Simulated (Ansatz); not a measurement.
Levels about the gap of amorphous germanium selenide (Ge$_{24}$Se$_{36}$) (60 atoms in a cell of 1737 Å³, 4.38 g/cm³; zone centre alone, so wide bands show as single levels with stretches between that a denser mesh fills), at the geometry that PBE relaxed, where it gives 1.1 GPa on a denser mesh. The participation number counts the atoms over which a state spreads; weights are charges in smoothed Voronoi cells. The levels come from a single point, so bond lengths are those of that geometry. Method of the levels: PBE, scalar-relativistic without spin-orbit coupling, PAW (Ansatz default set, large-core Se) (Ansatz, an electronic-structure program). Sampling: the zone centre alone; Fermi-Dirac width 0.05 eV; no spin polarisation.

Preparation: random packing, a CHGNet melt and quench, and a DFT relaxation. The hot cell started wider than the set density and was brought back towards it in steps. It is the lowest in DFT energy of 4 quenches. It is a model cell: composition and starting density were chosen by hand, and all elements were melted together. No dispersion term was used. Its density started from a set value of 4.38 and ended at 4.38 g/cm³. The simulated quench (nominally 60 K/ps over its main leg) is rapid and tends to freeze in more defects than a deposited or slowly cooled glass has. Values belong to this one cell and scatter from quench to quench. The volume was held where the preparation left it, at a PBE pressure of 1.1 GPa. Stress components on the final sampling reach 1.4 GPa. Cycles of charging lowered its energy after that relaxation.

```csv
"E - E(highest filled), eV",filling,participation number,largest on,weight Se,weight Ge
-0.52,filled,19.9,"Se, 2 neighbours",0.83,0.17
-0.43,filled,19.7,"Se, 3 neighbours",0.82,0.18
-0.39,filled,25.3,"Se, 3 neighbours",0.84,0.16
-0.30,filled,21.5,"Se, 2 neighbours",0.77,0.23
-0.23,filled,26.2,"Ge, 3 neighbours",0.75,0.25
-0.05,filled,28.1,"Se, 3 neighbours",0.73,0.27
0.00,filled,26.5,"Se, 2 neighbours",0.79,0.21
0.42,empty,17.1,"Ge, 4 neighbours",0.65,0.35
0.73,empty,22.5,"Ge, 4 neighbours",0.65,0.35
0.98,empty,34.9,"Se, 2 neighbours",0.60,0.40
1.02,empty,36.3,"Ge, 4 neighbours",0.66,0.34
1.14,empty,23.2,"Ge, 4 neighbours",0.56,0.44
1.30,empty,39.7,"Se, 2 neighbours",0.60,0.40
1.33,empty,38.1,"Ge, 3 neighbours",0.56,0.44
```

Most localised among these is the empty level at +0.42 eV, on a Ge atom, which has 4 neighbours (Se 2.38 Å, Se 2.44 Å, Se 2.44 Å, Se 2.88 Å).
